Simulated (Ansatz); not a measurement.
TaCo3 (Pm-3m, No. 221, 4 atoms in the cell; start mp-11358) was calculated with r²SCAN (plane waves, PAW; Ansatz, a quantum-chemistry and plane-wave program).

Numerical settings: plane-wave cutoff 560 eV, 16×16×16 k mesh, Fermi–Dirac smearing 0.05 eV, spin-polarised start, scalar-relativistic PAW data made under PBE.

Cell (relaxed at this level):

Space group Pm-3m (No. 221); a = b = c = 3.6190 Å, α = β = γ = 90.00°

```csv
atom,site,symmetry,x,y,z
Ta,1a,m-3m,0.0000,0.0000,0.0000
Co,3c,4/mm.m,0.0000,0.5000,0.5000
```

Question: Give the computed bulk modulus.

Answer: 
* **bulk modulus**: 252 GPa

The run finds no gap.

Note: the magnetic order was assumed, not searched for or taken from measurement; the bulk modulus is −V dP/dV from two relaxed cells at ±2 % in volume; the relaxation could not lower the start's symmetry, so the cell can be a saddle point above a distorted one.

Spin–orbit coupling is not included.

Computed values are for the static lattice.

A start named mp-… is a Materials Project structure, which need not be a measured phase.
